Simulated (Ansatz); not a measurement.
The starting structures come from a database of crystals and need not be the phases stable at ambient conditions.

By PBEsol, the system below comes out a metal.

Crystal: AlPt$_{3}$ (I4/mcm, not sure to be the ambient phase, 8 atoms a cell, 15.1 Å³ an atom, -8 GPa at this level); planes in its conventional cell.

All values below come from PBEsol (plane waves, PAW; Ansatz, a first-principles code).

G/A = (e²/h) × open channels of both spins per area, as a mean over 0.1 eV about the Fermi level, without spin-orbit coupling, for the cells as given.

```tsv
plane	area (Å²)	G/A (10¹⁵ S/m²)
(001)	30.6	0.50
(110)	30.9	…
(100)	43.7	…
```

Question: What belongs in the gaps?

Answer: 
- (110), G/A (10¹⁵ S/m²): 0.57
- (100), G/A (10¹⁵ S/m²): 0.55
